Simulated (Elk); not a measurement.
Band structure of La3Eu (I4/mmm, 4 atoms in the cell).

```
La3Eu
1.0
   -2.65667     2.65667     5.36503
    2.65667    -2.65667     5.36503
    2.65667     2.65667    -5.36503
La Eu
3 1
Cartesian
  0.00000   2.65667   2.68252
  2.65667   0.00000   2.68252
  0.00000   0.00000   5.36503
  0.00000   0.00000   0.00000
```
Moments meant for the start (each program seeds them in its own way; μB, in the order of the atoms La La La Eu): 0.0 0.0 0.0 7.0.

Computed with PBEsol, all-electron FP-LAPW, Elk's shipped species files, APW+lo basis with extra local orbitals (Elk).

Settings: xctype = 22; spinpol = true; rgkmax = 8; stype = 3; swidth = 0.00499791 Ha; ngridk = 4 4 4; reducebf = 0.7; gmaxvr = 14 1/bohr; nxlo = 2; lorbcnd = true; lmaxi = 2; nempty = 12 per atom; bfcmt = [[0.0, 0.0, 0.0], [0.0, 0.0, 0.0], [0.0, 0.0, 0.0], [0.0, 0.0, -3.5]].

The starting cell comes from a database of computed structures (which also holds hypothetical and non-ambient phases and stackings), without a prior relaxation at this level. Spin-orbit coupling is off. With one magnetic atom in the cell only a parallel order is possible. With U or open f shells several self-consistent states can exist. The f electrons are in the valence without U or exact exchange, which can misplace them near the Fermi level. Spin-orbit terms, which matter for f shells, are left out. Values depend on the basis (sphere radii, cutoffs, local orbitals), which need not be converged.

Levels in eV from the Fermi level, bands 26 to 33 of the first spin channel:
```
point     26     27     28     29     30     31    32    33
-----  -----  -----  -----  -----  -----  -----  ----  ----
Γ      -0.67  -0.59  -0.57   0.33   0.33   0.57  0.57  1.18
X      -0.54  -0.49   0.21   0.37   0.40   0.44  1.25  1.36
Y      -0.48  -0.44  -0.02   0.12   0.19   0.37  1.01  1.03
S      -0.67  -0.61  -0.50  -0.12   0.09   0.32  0.54  0.64
Z      -0.68  -0.68  -0.65  -0.65  -0.20  -0.15  1.02  1.21
S1     -0.67  -0.61  -0.50  -0.12   0.09   0.32  0.54  0.64
N      -0.35  -0.30  -0.07  -0.03   0.04   0.20  0.47  0.63
P      -0.66  -0.66   0.64   0.64   0.67   0.76  1.09  1.19
Y1     -0.48  -0.44  -0.02   0.12   0.19   0.37  1.01  1.03
```

Bands cross the Fermi level along this path, so the cell is metallic at this level.

The net moment of the cell came out as 7.44 μB.
